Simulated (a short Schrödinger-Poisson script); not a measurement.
Structure: symmetric double-gate stack, SiO2 on p-type Si(110), at 400 K.

```
layer  material  thickness (nm)  Na (cm⁻³)
-----  --------  --------------  ---------
1          SiO2               2          -
2            Si              14       2e16
3          SiO2               2          -
```

Constants are typed, rounded textbook-type inputs, not results; the design itself was drawn at random and stands for no fabricated device. SiO2: permittivity 3.9, conduction-band edge (eV) 3.15, gap (eV) 9, electron mass (mₑ) 0.5. Si: permittivity 11.7, conduction-band edge (eV) 0, gap (eV) 1.124, Nv at 300 K (cm⁻³) 3.1e19.

Channel valleys (confinement mass, in-plane density-of-states mass, number): Δ4 0.315, 0.324, 4; Δ2 0.19, 0.417, 2. At the gates, both at one voltage, the conduction-band edge of layer 1 lies 3.24 eV − eVg above the Fermi level of the channel. Gaps are held at their typed values at every temperature. Mesh 0.03 nm at interfaces.

Solved with a short Schrödinger-Poisson script written for these runs: 1D Poisson equation in equilibrium, electrons quantum, Hartree (BenDaniel-Duke, 12 states a valley, the channel's in-plane mass for all, wave functions ending at the dielectric), parabolic valleys, classical holes, full ionisation, no traps, pinning or gate leakage.

The same stack at other levels of the model or other numerical settings:

| run | sheet density of all electrons at Vg = 1.5 V (cm⁻²) | sheet density of all electrons at Vg = 0.3 V (cm⁻²) | capacitance of both gates at Vg = 1.5 V (μF/cm²) | gate voltage at 1e11 electrons/cm² (V) | rough cost against the base |
|---|---|---|---|---|---|
| base | 2.38e13 | 4.27e12 | 2.79 | -0.11 | about 1 |
| electrons treated as classical, Boltzmann | 2.85e13 | 5.18e12 | 3.27 | -0.12 | 0.03 |
| electrons treated as classical, Fermi-Dirac | 2.77e13 | 5.14e12 | 3.13 | -0.12 | 0.10 |
| mesh six times as coarse | 2.38e13 | 4.27e12 | 2.79 | -0.11 | 0.2 |

The classical rows ignore confinement, and Boltzmann statistics overrate the density once the band edge passes the Fermi level.
